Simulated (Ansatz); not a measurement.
# How far to go with the k-point mesh: Na3BrO (P4mm, 5 atoms in the cell)

```
CELL_PARAMETERS angstrom
      4.51046     0.00000     0.00000
      0.00000     4.51046     0.00000
      0.00000     0.00000     4.51046
ATOMIC_POSITIONS crystal
  Na 0.01108 0.50000 0.50000
  Na 0.50000 0.00000 0.50000
  Na 0.50000 0.50000 0.00000
  Br 0.00000 0.00000 0.00000
  O  0.50000 0.50000 0.50000
```

Method of the run: PBEsol, default PAW files made with PBE (plane waves; Ansatz, a program for electronic structure).

Base settings: basis.ecutwfc = 30.9 Ry; kpoints.mp_grid.grid = 6 6 6; hamiltonian.xc = pbesol; hamiltonian.pseudopotentials = {kind: paw} (the program's default PAW files); scf.occupations.method = fermi_dirac; scf.occupations.width = 0.0015 Ry.

The second cell is the first with its lattice scaled by 0.98.

Only quantities that move along the ladder and can be compared are tabulated.

The count of work is k-points × plane waves × bands × iterations; it is no time. 

The starting cell comes from a database of computed structures (which also holds hypothetical and non-ambient phases and stackings), without a prior relaxation at this level. Its lattice was rescaled by up to half a per cent. One atom was moved a little off its site on purpose. Ansatz's pressure includes its estimate of the finite-basis (Pulay) stress.

```csv
kpoints.mp_grid.grid,free energy less the last step's (meV/atom),energy of the compressed cell less the first (meV/atom),pressure (GPa),largest difference of a force vector from the last step's (eV/Å),gap on the mesh (eV),count of work / last
1 1 1,760.58,81.07,10.15,0.014,1.581,0.0029
2 2 2,24.20,16.21,1.16,0.001,1.996,0.015
3 3 3,1.52,13.74,0.82,0.000,1.996,0.015
4 4 4,0.14,13.65,0.80,0.000,1.997,0.044
5 5 5,0.01,13.63,0.80,0.000,1.997,0.044
6 6 6,0.01,13.60,0.80,0.000,1.997,0.099
7 7 7,-0.01,13.61,0.80,0.000,1.997,0.099
8 8 8,0.00,13.61,0.80,0.000,1.997,0.19
9 9 9,0.00,13.62,0.80,0.000,1.997,0.19
10 10 10,0.00,13.62,0.80,0.000,1.997,0.31
11 11 11,0.01,13.61,0.80,0.000,1.997,0.31
12 12 12,0.00,13.62,0.80,0.000,1.997,0.48
13 13 13,0.00,13.61,0.80,0.000,1.997,0.48
14 14 14,0.00,13.62,0.80,0.000,1.997,0.71
16 16 16,0.00,13.62,0.80,0.000,1.997,1.0
```

Coarsest kpoints.mp_grid.grid that holds the free energy within 2 meV/atom of the last step, with all finer ones: 3 3 3, at 0.015 of the last step's count of work; the step before is off by 24 meV/atom.

Coarsest kpoints.mp_grid.grid that holds the forces within 0.01 eV/Å of the last step, with all finer ones: 2 2 2, at 0.015 of the last step's count of work; the step before is off by 0.014 eV/Å.

Coarsest kpoints.mp_grid.grid that holds the energy of the compressed cell less the first within 2 meV/atom of the last step, with all finer ones: 3 3 3, at 0.015 of the last step's count of work; the step before is off by 2.6 meV/atom.

The energy difference between the two cells stays within 1 meV/atom of the last step's from 3 3 3 on, the total only from 4 4 4 on: much of the error is common to both cells and cancels.

Keys are those of Ansatz 0.2.
